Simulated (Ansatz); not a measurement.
**Mo3Si, response to strain**

Start from Mo3Si in the A15 (Cr3Si type) structure (space group Pm-3n, No. 223; a = 4.8850 Å). Axes: x, y, z lie along the cube axes.

Strains are applied to the cell and any free atomic positions relax; under biaxial strain the out-of-plane vector relaxes too.

Calculations: r2SCAN (Ansatz, a first-principles code), scalar-relativistic without spin-orbit coupling, earlier PAW set.

Notes on the quantities. pressure: mean of the normal stresses, compression positive; energy relative to the base: free energy F.

```csv
variant,pressure,energy relative to the base,space group,shortest interatomic distance
base,0.0 GPa,0 meV/atom,Pm-3n (No. 223),2.442 Å
"biaxial strain −1.67 %, plane normal [001], relaxed out of plane",6.8 GPa,+15 meV/atom,P4_2/mmc (No. 131),2.399 Å
"biaxial strain −0.67 %, plane normal [001], relaxed out of plane",2.6 GPa,+2.3 meV/atom,P4_2/mmc (No. 131),2.425 Å
"biaxial strain +1.11 %, plane normal [001], relaxed out of plane",-3.9 GPa,+6.1 meV/atom,P4_2/mmc (No. 131),2.427 Å
"biaxial strain +0.78 %, plane normal [110], relaxed out of plane",-2.4 GPa,+2.6 meV/atom,Cccm (No. 66),2.444 Å
uniaxial strain ε_yy = −0.14 %,0.4 GPa,0.0 meV/atom,P4_2/mmc (No. 131),2.442 Å
uniaxial strain ε_yy = +1.95 %,-4.8 GPa,+8.1 meV/atom,P4_2/mmc (No. 131),2.440 Å
```

Without a gap, meshes like the base's 10×10×10 leave anisotropic stresses uncertain by several tenths of a GPa, and small strain energies with them. Stability against distortions was not tested. The final runs are not spin-polarised.
